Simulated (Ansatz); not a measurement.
The starting structures come from a database of crystals and need not be the phases stable at ambient conditions.

Tunnelling through a barrier is set by its complex band structure: the current falls as exp(−2κd) with the smallest κ.

Consider the following.

```
CELL_PARAMETERS angstrom
      4.57962     0.00000     0.00000
      0.00000    11.82383     0.00000
      0.00000     0.00000     4.57962
ATOMIC_POSITIONS crystal
  Ba 0.50000 0.19007 0.00000
  Ba 0.00000 0.80993 0.50000
  H  0.00000 0.37493 0.17992
  H  0.32008 0.37493 0.50000
  H  0.00000 0.37493 0.82008
  H  0.67992 0.37493 0.50000
  H  0.50000 0.62507 0.67992
  H  0.17992 0.62507 0.00000
  H  0.50000 0.62507 0.32008
  H  0.82008 0.62507 0.00000
  H  0.00000 0.51180 0.50000
  H  0.50000 0.48820 0.00000
  Br 0.00000 0.09493 0.50000
  Br 0.50000 0.90507 0.00000
  O  0.00000 0.32451 0.00000
  O  0.50000 0.32451 0.50000
  O  0.50000 0.67549 0.50000
  O  0.00000 0.67549 0.00000
  O  0.00000 0.42993 0.50000
  O  0.50000 0.57007 0.00000
```

Space group of this cell: P4/nmm. The cell was relaxed by PBE-D3(BJ); by r2SCAN its mean pressure is -0.7 GPa.

Transport runs along the normal of the first two printed cell vectors, the (100) plane of the conventional cell.

The gap is the functional's own, uncorrected, and κ follows it; spin-orbit coupling is left out. Mid-gap values are interpolated between the computed energies.

State the band gap and the smallest decay constant κ at mid-gap according to r2SCAN (Ansatz, an electronic-structure program).

Gap 5.46 eV on a 8×4×8 mesh; κ = 0.378 1/Å, at the zone centre.
